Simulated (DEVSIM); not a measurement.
Device: Schottky contact on n-type CdTe, at 300 K.

```csv
layer (left to right),material,thickness (μm),Nd (cm⁻³),τn (s),τp (s)
1,CdTe,0.500,1e16,1.9e-8,5.7e-9
```

Left contact: Schottky, work function 4.94 eV, emission velocity 7e6 cm/s. Right contact: ohmic. Voltage is applied to the left contact. Recombination: SRH at mid-gap, radiative. Mobility is μmin + (μ − μmin)/(1 + (N/Nref)^α).

The device is made up for the run: typed textbook-type constants, with dimensions and the other settings drawn at random. Values at 300 K.

| parameter | CdTe |
|---|---|
| gap (eV) | 1.5 |
| affinity (eV) | 4.28 |
| permittivity | 10.2 |
| Nc (cm⁻³) | 8e17 |
| Nv (cm⁻³) | 1.8e19 |
| μn (cm²/Vs) | 1000 |
| μp (cm²/Vs) | 80 |
| μn,min | 100 |
| μp,min | 10 |
| Nref,n | 1e17 |
| Nref,p | 1e17 |
| αn | 0.6 |
| αp | 0.6 |
| B (cm³/s) | 1e-10 |

Simulated with DEVSIM: 1D drift-diffusion, Boltzmann statistics, complete ionisation; no tunnelling, impact ionisation, image-force lowering or self-heating. Metal contacts follow the ideal Schottky-Mott rule: no Fermi-level pinning, no interface dipoles.

Question: Tabulate band edges, carrier densities and field at zero bias.

Answer: Energies count from the Fermi level of the right contact; mesh points crowd at the junctions.

| x (μm) | Ec (eV) | Ev (eV) | n (cm⁻³) | p (cm⁻³) | field (V/cm) |
|---|---|---|---|---|---|
| 0.000 | 0.660 | -0.840 | 6500000 | 140000 | -43000 |
| 0.006591 | 0.632 | -0.868 | 1.9e7 | 47000 | -42000 |
| 0.01331 | 0.604 | -0.896 | 5.6e7 | 16000 | -41000 |
| 0.02320 | 0.565 | -0.935 | 2.6e8 | 3500 | -39000 |
| 0.03785 | 0.510 | -0.990 | 2.2e9 | 420 | -36000 |
| 0.05380 | 0.454 | -1.046 | 1.9e10 | < 1e2 | -33000 |
| 0.07006 | 0.402 | -1.098 | 1.4e11 | < 1e2 | -31000 |
| 0.1032 | 0.311 | -1.189 | 4.8e12 | < 1e2 | -25000 |
| 0.1294 | 0.252 | -1.248 | 4.6e13 | < 1e2 | -20000 |
| 0.1680 | 0.188 | -1.312 | 5.6e14 | < 1e2 | -13000 |
| 0.2074 | 0.148 | -1.352 | 2.7e15 | < 1e2 | -7400 |
| 0.2789 | 0.120 | -1.380 | 7.8e15 | < 1e2 | -1600 |
| 0.3206 | 0.115 | -1.385 | 9.2e15 | < 1e2 | -570 |
| 0.3614 | 0.114 | -1.386 | 9.7e15 | < 1e2 | -200 |
| 0.3990 | 0.114 | -1.386 | 9.9e15 | < 1e2 | -75 |
| 0.4243 | 0.113 | -1.387 | 9.9e15 | < 1e2 | -39 |
| 0.4415 | 0.113 | -1.387 | 1.0e16 | < 1e2 | -26 |
| 0.4584 | 0.113 | -1.387 | 1.0e16 | < 1e2 | -18 |
| 0.4739 | 0.113 | -1.387 | 1.0e16 | < 1e2 | -13 |
| 0.4843 | 0.113 | -1.387 | 1.0e16 | < 1e2 | -11 |
| 0.4927 | 0.113 | -1.387 | 1.0e16 | < 1e2 | -11 |
| 0.5000 | 0.113 | -1.387 | 1.0e16 | < 1e2 | -11 |
